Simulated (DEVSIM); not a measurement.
Structure: abrupt Si p-n junction, at 300 K.

Layer 1 from the left is Si, thickness (μm) 0.180, Na (cm⁻³) 1.7e17, τn (s) 4.2e-5, τp (s) 4.2e-5. Layer 2 from the left is Si, thickness (μm) 0.960, Nd (cm⁻³) 3.8e16, τn (s) 4.2e-5, τp (s) 4.2e-5.

Left contact: ohmic. Right contact: ohmic. Voltage is applied to the left contact. Recombination: SRH at mid-gap, radiative, Auger. Mobility is constant in doping.

Constants are typed, rounded textbook-type inputs, not results; the design itself was drawn at random and stands for no fabricated device. Values at 300 K.

Si: gap (eV) 1.124, affinity (eV) 4.05, permittivity 11.7, Nc (cm⁻³) 2.86e19, Nv (cm⁻³) 3.1e19, μn (cm²/Vs) 1417, μp (cm²/Vs) 470, B (cm³/s) 4.7e-15, Cn (cm⁶/s) 2.8e-31, Cp (cm⁶/s) 9.9e-32.

Task: Estimate by hand the built-in potential, the peak field at zero bias, the capacitance at -0.6 V, and compare with a numerical solution.

Result: 
- Built-in potential: ni = √(Nc Nv) exp(−Eg/2kT) = 1.08e10 cm⁻³ with Eg = 1.124 eV; Vbi = kT/q ln(Na Nd/ni²) = 0.818 V; numerical 0.818 V.
- Peak field at zero bias: depletion approximation: W = √(2εVbi/(qN)) = 0.185 μm with N = 3.11e16 cm⁻³; field = 2Vbi/W = 88700 V/cm; numerical 85800 V/cm (estimate above by 3.3 %).
- Capacitance at -0.6 V: C = √(qεN / 2(Vbi + |V|)) = 42.6 nF/cm²; numerical 43.4 nF/cm² (estimate below by 1.8 %).

Model (solved in DEVSIM): 1D drift-diffusion, Boltzmann statistics, complete ionisation; no tunnelling, impact ionisation, image-force lowering or self-heating.
